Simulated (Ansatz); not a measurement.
For K2MoO4 (C2/m, No. 12; start COD 1527397), LDA in Ansatz (PAW) gives:

```
Item                   Result
---------------  ------------
cohesive energy  5.97 eV/atom
band gap              4.33 eV
```

Problem. What does r²SCAN (plane waves, PAW; Ansatz, a quantum-chemistry and plane-wave program) give for the same quantities?

Solution. 
- cohesive energy: 4.95 eV/atom (shrinks by 1.02 eV/atom)
- band gap: 4.79 eV (grows by 0.46 eV)

Changes are worked out from the printed values.

Unless a cell is named, each level is at its own relaxed cell (LDA 16.65, r²SCAN 18.08 Å³/atom).

Levels without +SOC have no spin–orbit coupling; where heavier elements are present it shifts gaps, mostly down, and can invert bands. Density-functional gaps are differences of (generalised) Kohn–Sham levels.

Caveats: the relaxation could not lower the start's symmetry, so the cell can be a saddle point above a distorted one (LDA, r²SCAN). Ansatz's density-functional and Hartree–Fock values are scalar-relativistic unless marked +SOC, with PAW data made under PBE.
